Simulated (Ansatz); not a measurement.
For HfN (model structure, started from the CoSn type, P6/mmm, No. 191, 6 atoms in the cell), PBEsol (plane waves, PAW; Ansatz, a program for electronic structure) gives:

* **equilibrium lattice constant a**: 5.433 Å
* **lattice parameter c**: 3.180 Å

What does PBE-D3(BJ) in Ansatz (plane waves, PAW) give for the same quantities?


- lattice constant a: 5.457 Å (goes up by 0.4 %)
- lattice parameter c: 3.195 Å (grows by 0.5 %)

Changes are worked out from the printed values.

Unless a cell is named, each level is at its own relaxed cell (PBEsol 13.55, PBE-D3(BJ) 13.74 Å³/atom).

Levels without +SOC leave out spin–orbit coupling, which shifts energies and cells of such heavy elements.

Ansatz's density-functional and Hartree–Fock values are scalar-relativistic unless marked +SOC, with PAW data made under PBE.

A model structure was made by putting elements into a prototype or built by hand; it is no filed structure, need not be a known phase, and can be a saddle point held by its symmetry.
